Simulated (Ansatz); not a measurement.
## Hypothetical CsCl type NbAs, response to strain

The parent structure is NbAs in the CsCl type structure (space group Pm-3m, No. 221; a = 3.218 Å; a hypothetical phase, not in the database extracts checked; relaxed with 0.1 eV smearing). Axes: x, y, z lie along the cube axes.

Strains are applied to the cell and any free atomic positions relax; under biaxial strain the out-of-plane vector relaxes too; under stress the whole cell relaxes.

All numbers come from Ansatz (an electronic-structure program), PBE, PAW, cutoff 420 eV, no spin-orbit coupling.

Notes on the quantities. pressure: mean of the normal stresses, compression positive; energy relative to the base: free energy F.

| case | pressure | energy relative to the base | shortest interatomic distance | space group |
|---|---|---|---|---|
| base | 0.0 GPa | 0 meV/atom | 278.7 pm | Pm-3m (No. 221) |
| biaxial strain +0.70 %, plane normal [001], relaxed out of plane | -1.6 GPa | +1.8 meV/atom | 279.6 pm | P4/mmm (No. 123) |
| biaxial strain +1.12 %, plane normal [001], relaxed out of plane | -2.5 GPa | +4.5 meV/atom | 280.2 pm | P4/mmm (No. 123) |
| biaxial strain −0.26 %, plane normal [111], relaxed out of plane | 0.6 GPa | +0.2 meV/atom | 278.1 pm | R-3m (No. 166) |
| biaxial strain +2.08 %, plane normal [111], relaxed out of plane | -4.4 GPa | +15 meV/atom | 275.5 pm | R-3m (No. 166) |
| isotropic strain −3.84 % | 25.3 GPa | +131 meV/atom | 268.0 pm | Pm-3m (No. 221) |
| isotropic strain +1.15 % | -5.3 GPa | +9.8 meV/atom | 281.9 pm | Pm-3m (No. 221) |
| uniaxial strain ε_xx = −5.73 % | 11.4 GPa | +61 meV/atom | 273.5 pm | P4/mmm (No. 123) |
| uniaxial strain ε_yy = +5.47 % | -7.7 GPa | +44 meV/atom | 283.8 pm | P4/mmm (No. 123) |
| uniaxial stress, 1 GPa compression along x | – | +0.2 meV/atom | 278.5 pm | P4/mmm (No. 123) |

Stability under load was not tested beyond the relaxation. The final runs are not spin-polarised.
